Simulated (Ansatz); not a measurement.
Cubic perovskite SrVO3, treated with LDA in Ansatz (plane waves, PAW).

Run with plane-wave cutoff 520 eV, 14×14×14 k mesh, Fermi–Dirac smearing 0.05 eV, no spin polarisation, scalar-relativistic PAW data made under PBE.

Cell (relaxed at this level):

SrVO3 is modelled in the cubic space group Pm-3m (No. 221), the cubic perovskite structure, Pearson symbol cP5. Lattice parameters: a = 3.7730 Å, b = 3.7730 Å, c = 3.7730 Å, α = 90.00°, β = 90.00°, γ = 90.00°. Sr on 1a is surrounded by 12 O at 2.668 Å (cuboctahedral). V on 1b sees 6 O at 1.886 Å (octahedral). O on 3c has 2 V at 1.886 Å and 4 Sr at 2.668 Å (octahedral). (Neighbours: up to the widest gap in distance over summed covalent radii, below 1.35, at either atom; cation-cation and far metal-metal contacts left out.)

Q: Estimate the bulk modulus and pressure derivative B′ of the bulk modulus that the calculation returns.

A: 
bulk modulus: 218 GPa
pressure derivative B′ of the bulk modulus: 4.4

The run finds no gap.

Computed values are for the static lattice.

Computing time: around 2.4 core-minutes (rough).

Ansatz is a program for electronic structure.
